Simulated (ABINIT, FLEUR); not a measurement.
A FLEUR input for a self-consistent single point of MgAl3 (I4/mmm, 4 atoms in the cell) (DFT, PBEsol, all-electron FLAPW (FLEUR), scalar-relativistic valence):

Input of the input generator:

```
scf MgAl3
&input film=f /
-0.4062963870 0.4062963870 0.8184415018
0.4062963870 -0.4062963870 0.8184415018
0.4062963870 0.4062963870 -0.8184415018
9.5136905463
1.0 1.0 1.0

4
12 0.0000000000 0.0000000000 0.0000000000
13 0.5000000000 0.5000000000 0.0000000000
13 0.2500000000 0.7500000000 0.5000000000
13 0.7500000000 0.2500000000 0.5000000000

&comp jspins=1 /
&exco xctyp='PBEs' /
&kpt div1=8 div2=8 div3=8 gamma=t /
&end /
```

```xml
<?xml version="1.0" encoding="UTF-8" standalone="no"?>
<fleurInput fleurInputVersion="0.39">
   <comment>
      scf MgAl3                                                                                           
   </comment>
   <calculationSetup>
      <cutoffs Kmax="4.0" Gmax="16.0" GmaxXC="16.0" numbands="0"/>
      <scfLoop itmax="80" minDistance="0.00001" maxIterBroyd="99" imix="Anderson" alpha="0.05" precondParam="0.0" spinf="2.0"/>
      <coreElectrons ctail="T" frcor="F" kcrel="0" coretail_lmax="0"/>
      <xcFunctional name="PBEs" relativisticCorrections="F"/>
      <magnetism jspins="1"/>
      <soc l_soc="F" theta="0.0" phi="0.0" spav="F"/>
      <expertModes spex="0" secvar="F"/>
      <geometryOptimization l_f="T" forcealpha="1.0" forcemix="BFGS" epsdisp="0.00001" epsforce="0.00001"/>
      <ldaU l_linMix="F" mixParam="0.05" spinf="1.0"/>
   </calculationSetup>
   <cell>
      <bzIntegration valenceElectrons="19.0" mode="gauss" fermiSmearingEnergy="0.00367493">
         <kPointListSelection listName="default-1"/>
         <!-- k-points included here -->
         <xi:include xmlns:xi="http://www.w3.org/2001/XInclude" href="kpts.xml"> </xi:include>
      </bzIntegration>
      <!-- symmetry operations included here -->
      <xi:include xmlns:xi="http://www.w3.org/2001/XInclude" href="sym.xml"> </xi:include>
      <bulkLattice scale="1.0">
         <bravaisMatrix>
            <row-1>   -3.8653780959977460     3.8653780959977460     7.7863991783742339</row-1>
            <row-2>    3.8653780959977460    -3.8653780959977460     7.7863991783742339</row-2>
            <row-3>    3.8653780959977460     3.8653780959977460    -7.7863991783742339</row-3>
         </bravaisMatrix>
      </bulkLattice>
   </cell>
   <atomSpecies>
      <species name="Magnesium (Mg)" element="Mg" atomicNumber="12">
         <mtSphere radius="2.55" gridPoints="879" logIncrement="0.013"/>
         <atomicCutoffs lmax="10" lnonsphr="8"/>
         <electronConfig flipSpins="F">
            <coreConfig>(1s1/2)</coreConfig>
            <valenceConfig>(2s1/2) (2p1/2) (2p3/2) (3s1/2)</valenceConfig>
         </electronConfig>
         <energyParameters s="3" p="3" d="3" f="4"/>
         <lo type="SCLO" l="0" n="2" eDeriv="0"/>
         <lo type="SCLO" l="1" n="2" eDeriv="0"/>
      </species>
      <species name="Aluminum (Al)" element="Al" atomicNumber="13">
         <mtSphere radius="2.55" gridPoints="879" logIncrement="0.013"/>
         <atomicCutoffs lmax="10" lnonsphr="8"/>
         <electronConfig flipSpins="F">
            <coreConfig>(1s1/2) (2s1/2) (2p1/2) (2p3/2)</coreConfig>
            <valenceConfig>(3s1/2) (3p1/2) (3p3/2)</valenceConfig>
            <stateOccupation state="(3p1/2)" spinUp="0.1666666666667" spinDown="0.1666666666667"/>
            <stateOccupation state="(3p3/2)" spinUp="0.3333333333333" spinDown="0.3333333333333"/>
         </electronConfig>
         <energyParameters s="3" p="3" d="3" f="4"/>
      </species>
   </atomSpecies>
   <atomGroups>
      <atomGroup species="Magnesium (Mg)">
         <relPos label="                   1">.0000000000 .0000000000 .0000000000</relPos>
         <force calculate="T" relaxXYZ="TTT"/>
      </atomGroup>
      <atomGroup species="Aluminum (Al)">
         <relPos label="                   2">1.000/2.000 1.000/2.000 .0000000000</relPos>
         <force calculate="T" relaxXYZ="TTT"/>
      </atomGroup>
      <atomGroup species="Aluminum (Al)">
         <relPos label="                   3">1.000/4.000 -1.000/4.000 1.000/2.000</relPos>
         <relPos label="                   4">-1.000/4.000 1.000/4.000 1.000/2.000</relPos>
         <force calculate="T" relaxXYZ="TTT"/>
      </atomGroup>
   </atomGroups>
   <output dos="F" band="F" slice="F">
      <checks vchk="F" cdinf="F"/>
      <bandDOS minEnergy="-.5*Htr" maxEnergy="0.5*Htr" sigma="0.015" storeEVData="T"/>
      <vacuumDOS vacdos="F" integ="F" star="F" nstars="0" locx1="0.0" locy1="0.0" locx2="0.0" locy2="0.0" nstm="0" tworkf="0.0"/>
      <unfoldingBand unfoldBand="F" supercellX="1" supercellY="1" supercellZ="1"/>
      <plotting iplot="0" polar="F">
         <plot TwoD="T" vec1="  1.0  0.0  0.0" vec2="  0.0  1.0  0.0" vec3="  0.0  0.0  1.0" zero="  0.0  0.0  0.0" file="plot"/>
      </plotting>
      <chargeDensitySlicing numkpt="0" minEigenval="0.0" maxEigenval="0.0" nnne="0" pallst="F"/>
      <specialOutput eonly="F"/>
      <magneticCircularDichroism mcd="F" energyLo="-10.0" energyUp="0.0"/>
   </output>
  <!-- We include the file relax.xml here to enable relaxations (see documentation) -->
  <xi:include xmlns:xi="http://www.w3.org/2001/XInclude" href="relax.xml"> <xi:fallback/> </xi:include>
</fleurInput>
```

Q: Give the ABINIT input for the same structure, mesh, smearing and functional.

A: One input that does it (others would too):

```
# MgAl3, PseudoDojo nc-sr-04 PBEsol standard
pp_dirpath "./"
pseudos "Mg.upf, Al.upf"
acell 9.5136905463 9.5136905463 9.5136905463
rprim
        -0.4062963870    0.4062963870    0.8184415018
         0.4062963870   -0.4062963870    0.8184415018
         0.4062963870    0.4062963870   -0.8184415018
natom 4
ntypat 2
znucl 12 13
typat 1 2 2 2
xcart
         0.0000000000    0.0000000000    0.0000000000
         0.0000000000   -0.0000000000    4.1203850000
         2.0454700000    0.0000000000    2.0601925000
         0.0000000000    2.0454700000    2.0601925000
      Angstrom
ecut 42 Ha
ixc -116133
occopt 7
tsmear 0.00367493
nband 15
kptopt 1
ngkpt 8 8 8
nshiftk 1
shiftk 0 0 0
nstep 60
tolvrs 1.0e-12
prtwf 0
prtden 0
enunit 2
```

Basis, cutoffs, solver keys and any potentials are the target program's own. This input uses DFT, PBEsol, plane waves, norm-conserving pseudopotentials (PseudoDojo nc-sr-04 PBEsol standard).

The starting cell comes from a database of computed structures (which also holds hypothetical and non-ambient phases and stackings), without a prior relaxation at this level.
